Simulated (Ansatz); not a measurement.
Consider Cu in the fcc (Cu type) structure (space group Fm-3m, No. 225; a = 3.5768 Å).

The values are results of r2SCAN (Ansatz, a quantum-chemistry and plane-wave program), no spin-orbit coupling, not measurements.

Before the change:

```
Item                Value
---------------  --------
Volume per atom  11.44 Å³
```

Modification: a hydrostatic pressure of 22.5 GPa.

Question: How does this affect the volume per atom?

Answer: The volume per atom shrinks by 1.15 Å³ to 10.29 Å³.

Load acts through the strain it causes; cell and atoms are relaxed under it. Whether these cells are dynamically stable was not tested. No other phases were tried under pressure. All final runs are without spin polarisation.
